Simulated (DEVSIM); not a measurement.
**abrupt GaAs n-p junction**

Device: abrupt GaAs n-p junction, at 300 K.

```
layer (left to right)  material  thickness (μm)  Nd (cm⁻³)  Na (cm⁻³)  τn (s)  τp (s)
---------------------  --------  --------------  ---------  ---------  ------  ------
1                          GaAs            43.0     1.9e15          -  2.9e-8  2.9e-7
2                          GaAs            4.00          -     3.2e14  2.9e-8  2.9e-8
```

Left contact: ohmic. Right contact: ohmic. Voltage is applied to the left contact. Recombination: SRH at mid-gap, radiative. Mobility is constant in doping.

The device is made up for the run: typed textbook-type constants, with dimensions and the other settings drawn at random. Values at 300 K.

```tsv
parameter	GaAs
gap (eV)	1.424
affinity (eV)	4.07
permittivity	12.9
Nc (cm⁻³)	4.7e17
Nv (cm⁻³)	9e18
μn (cm²/Vs)	8500
μp (cm²/Vs)	400
B (cm³/s)	2e-10
```

Simulated with DEVSIM: 1D drift-diffusion, Boltzmann statistics, complete ionisation; no tunnelling, impact ionisation, image-force lowering or self-heating.

The potential step across the device at zero bias is 1.017 V and the largest field in the device at zero bias is 8600 V/cm. The dark forward voltage at 1 A/cm² comes out as 0.883 V. The dark forward voltage at 100 A/cm² is 1.184 V.

Dark forward current:

```
V (V)  J (A/cm²)
-----  ---------
-0.05   -1.5e-10
-0.20    -4.2e-9
-0.35    -8.9e-8
-0.50    -2.4e-6
-0.60    -3.9e-5
-0.75    -0.0076
-0.90       -1.8
-1.05        -37
-1.20       -110
-1.35       -210
-1.45       -290
-1.60       -430
-1.75       -600
-1.90       -790
```

Small-signal capacitance in reverse bias (quasi-static):

```
V (V)  C (nF/cm²)
-----  ----------
0.4          4.29
1            3.57
2            2.91
3            2.55
4            2.43
6            2.34
8            2.26
10           2.20
13           2.11
16           2.04
20           1.95
```
